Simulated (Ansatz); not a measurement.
Worked example: self-consistent single point of a (001) slab of SiSbPt5 (cut from a parent of space group no. 123; 7 atoms in the cell) in Ansatz (an electronic-structure program).

Level of theory: LDA (PW92), default PAW files made with PBE (plane waves; Ansatz).

```
Pt5SbSi
1.0
    3.91277     0.00000     0.00000
    0.00000     3.91277     0.00000
    0.00000     0.00000    19.60440
Si Sb Pt
1 1 5
Direct
  0.50000   0.50000   0.64294
  0.00000   0.00000   0.45206
  0.00000   0.00000   0.64294
  0.50000   0.00000   0.54705
  0.50000   0.00000   0.35706
  0.00000   0.50000   0.54705
  0.00000   0.50000   0.35706
```

Reference input (self-consistent single point, DFT, LDA (PW92), plane waves, default PAW files made with PBE): basis.ecutwfc = 420 eV; kpoints.mp_grid.grid = 8 8 1; hamiltonian.xc = lda; hamiltonian.pseudopotentials = {kind: paw} (the program's default PAW files); scf.occupations.method = gaussian; scf.occupations.width = 0.1 eV. This run's input differs from it in these lines:

Ansatz 0.2 input:
```diff
@@ -14,3 +14,3 @@
 basis:
-  ecutwfc: 420.0
+  ecutwfc: 210.0
 kpoints:
```

The program printed (abridged):

```
SCF iter   1: F=—  HF=-68126.375177 eV  |F-HF|=—  |Δ(HF+E_count)|=         —  Δρ=6.83e-2  dr2=9.21e0  ethr=1.77e-3  ⟨swp⟩=8.6  Hψ=4479  notcnv=0  defer=9
all-band conjugate gradients solve this SCF's bands
preconditioner: auto → LDOS
SCF iter   2: F=—  HF=-68124.723453 eV  |F-HF|=—  |Δ(HF+E_count)|=    1.65e0  Δρ=4.28e-2  dr2=5.44e0  ethr=1.77e-3  ⟨swp⟩=3.0  Hψ=2503  notcnv=0  defer=79
   [... lines left out ...]
SCF iter   9: F=—  HF=-68122.924763 eV  |F-HF|=—  |Δ(HF+E_count)|=   5.26e-7  Δρ=4.88e-6  dr2=1.17e-7  ethr=1.86e-9  ⟨swp⟩=2.1  Hψ=1353  notcnv=0  defer=80
SCF iter  10: F=-68122.924763 eV  HF=-68122.924763 eV  |F-HF|=5.24e-10  |Δ(HF+E_count)|=   8.93e-9  Δρ=1.13e-6  dr2=3.61e-9  ethr=9.17e-11  ⟨swp⟩=16.7  Hψ=4384  notcnv=0
the search or the solves at the SCF's close seem to have found levels that the self-consistency loop had missed (the run counts 1) …
SCF 1 converged in 10 iterations: F = -68122.924763 eV  dr2 = 3.61e-9
Free energy (F): -68122.924763 eV
Internal energy: -68122.898557 eV  (E = F + TS)
E sigma→0 (E₀):  -68122.911660 eV
Entropy (-TS):   -0.026207 eV (-3.744 meV/atom)
Fermi energy:    3.761462 eV
--- Forces (eV/Å), atoms counted from 1 ---
  atom   1  Si     0.00000000     0.00000000    -1.35480909
  atom   2  Sb    -0.00000000     0.00000000    -0.92574638
  atom   3  Pt     0.00000000     0.00000000     0.41819029
  atom   4  Pt     0.00000000     0.00000000    -0.35295849
  atom   5  Pt     0.00000000     0.00000000     1.28275872
  atom   6  Pt    -0.00000000     0.00000000    -0.35295849
  atom   7  Pt    -0.00000000     0.00000000     1.28275872
--- Stress (GPa, compression-positive) ---
       -6.462780       0.000000       0.000000
        0.000000      -6.462780       0.000000
        0.000000       0.000000      -4.541239
  P = ⅓ Tr σ = -5.8223 GPa (-58.223 kbar)
  The stress holds the Pulay correction. Without it, at fixed plane waves, as pw.x and ABINIT print it: P = -128.7697 GPa
```

The run converged in 10 iterations. Against the reference run the free energy goes up by 6.36 eV/atom and the largest force goes from 1.408 to 1.355 eV/Å.

The starting cell comes from a database of computed structures (which also holds hypothetical and non-ambient phases and stackings), without a prior relaxation at this level. The slab is cut from that crystal, and its faces are unrelaxed. Its lattice was rescaled by up to half a per cent. Spin-orbit coupling is off. Spin polarisation is off. The two faces of this cut differ, and no dipole correction was used. Forces in this geometry exceed 1 eV/Å. The cutoff lies below the one recommended for these files.
